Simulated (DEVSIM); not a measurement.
Structure: Pd/Si3N4/p-Ge capacitor, at 300 K.

```csv
layer (left to right),material,thickness (nm),Na (cm⁻³)
1,Si3N4,10.0,-
2,Ge,5400,1.2e16
```

Metal gate on the left, work function 5.2 eV. Fixed charge at the semiconductor interface -2.4e11 cm⁻² (in units of +e); no interface traps.

This is a model device: material constants are rounded textbook-type values typed into the input, and sizes, dopings and lifetimes were drawn at random. Values at 300 K.

```csv
parameter,Si3N4,Ge
gap (eV),5.1,0.664
affinity (eV),2.1,4
permittivity,7.5,16
Nc (cm⁻³),-,1.04e19
Nv (cm⁻³),-,6e18
```

Model (solved in DEVSIM): 1D Poisson equation in equilibrium, Boltzmann statistics, complete ionisation; no quantum confinement or tunnelling. Metal contacts follow the ideal Schottky-Mott rule: no Fermi-level pinning, no interface dipoles.

The substrate doping was swept, all else fixed.

| substrate doping (cm^-3) | minimum of the low-frequency capacitance (μF/cm²) | threshold voltage (band bending 2φF) (V) | flat-band voltage (V) |
|---|---|---|---|
| 6e14 | 0.0286 | 1.02 | 0.83 |
| 1.2e15 | 0.0351 | 1.04 | 0.81 |
| 2.4e15 | 0.0422 | 1.07 | 0.80 |
| 6e15 | 0.0579 | 1.11 | 0.77 |
| 1.2e16 | 0.0728 | 1.15 | 0.75 |
| 2.4e16 | 0.0922 | 1.20 | 0.74 |

From the first row to the last the minimum of the low-frequency capacitance goes from 0.0286 to 0.0922. From the first row to the last the threshold voltage (band bending 2φF) goes from 1.02 to 1.20.
